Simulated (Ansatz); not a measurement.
Defect migration in hcp Ru: interstitial N, neutral cell. Method: PBE, PAW (plane waves to 420 eV; Ansatz, a quantum-chemistry and plane-wave program).

Settings: 36 host sites, the relaxed PBE lattice, a 3×3×3 k-point mesh shifted by half a step along c, smearing 0.10 eV, spin-restricted, no image-charge correction. No zero-point or tunnelling terms. Sites that were not tried may lie lower.

Barriers: single points on a 4×4×4 k-point mesh shifted by half a step along c at the bands' geometries (they differ from the bands' own by up to 0.06 eV, and are uncertain by about as much).

The step: N moves alone to another site. Atoms about the jump, Cartesian Å from the middle of the jump, before and after:

```csv
atom,x0,y0,z0,x1,y1,z1
N1,0.00,0.00,1.07,0.00,0.00,-1.07
Ru2,0.00,-1.68,-0.04,0.00,-1.68,0.04
Ru3,1.45,0.84,-0.04,1.45,0.84,0.04
Ru4,-1.45,0.84,-0.04,-1.45,0.84,0.04
Ru5,1.37,-0.79,-2.16,1.45,-0.84,-2.18
Ru6,1.45,-0.84,2.18,1.37,-0.79,2.16
Ru7,-1.37,-0.79,-2.16,-1.45,-0.84,-2.18
Ru8,-1.45,-0.84,2.18,-1.37,-0.79,2.16
Ru9,0.00,1.67,2.18,0.00,1.58,2.16
Ru10,0.00,1.58,-2.16,0.00,1.67,-2.18
Ru11,2.75,-1.59,-0.02,2.75,-1.59,0.02
Ru12,-2.75,-1.59,-0.02,-2.75,-1.59,0.02
Ru13,0.00,3.17,-0.02,0.00,3.17,0.02
Ru14,0.00,-3.16,-2.18,0.00,-3.17,-2.17
Ru15,0.00,-3.18,2.17,0.00,-3.16,2.18
Ru16,2.73,1.58,-2.18,2.75,1.59,-2.17
Ru17,2.75,1.59,2.17,2.73,1.58,2.18
Ru18,-2.73,1.58,-2.18,-2.75,1.59,-2.17
Ru19,-2.75,1.59,2.17,-2.73,1.58,2.18
```

Task: Where do these atoms stand at the saddle point, and how high is it?

Result: 
```json
[
 {"atom": "N1", "x": "0.00", "y": "0.00", "z": "0.00"},
 {"atom": "Ru2", "x": "0.00", "y": "-1.81", "z": "0.00"},
 {"atom": "Ru3", "x": "1.57", "y": "0.91", "z": "0.00"},
 {"atom": "Ru4", "x": "-1.57", "y": "0.91", "z": "0.00"},
 {"atom": "Ru5", "x": "1.38", "y": "-0.79", "z": "-2.16"},
 {"atom": "Ru6", "x": "1.38", "y": "-0.79", "z": "2.17"},
 {"atom": "Ru7", "x": "-1.37", "y": "-0.79", "z": "-2.16"},
 {"atom": "Ru8", "x": "-1.37", "y": "-0.79", "z": "2.17"},
 {"atom": "Ru9", "x": "0.00", "y": "1.59", "z": "2.17"},
 {"atom": "Ru10", "x": "0.00", "y": "1.59", "z": "-2.16"},
 {"atom": "Ru11", "x": "2.76", "y": "-1.59", "z": "0.00"},
 {"atom": "Ru12", "x": "-2.76", "y": "-1.59", "z": "0.00"},
 {"atom": "Ru13", "x": "0.00", "y": "3.19", "z": "0.00"},
 {"atom": "Ru14", "x": "0.00", "y": "-3.16", "z": "-2.18"},
 {"atom": "Ru15", "x": "0.00", "y": "-3.16", "z": "2.19"},
 {"atom": "Ru16", "x": "2.74", "y": "1.58", "z": "-2.18"},
 {"atom": "Ru17", "x": "2.74", "y": "1.58", "z": "2.19"},
 {"atom": "Ru18", "x": "-2.73", "y": "1.58", "z": "-2.18"},
 {"atom": "Ru19", "x": "-2.73", "y": "1.58", "z": "2.19"}
]
```
It lies 0.98 eV above the start and 0.98 eV above the end. The saddle point's order was not checked, and it lies on a symmetry element of the cell, where a band can be held.
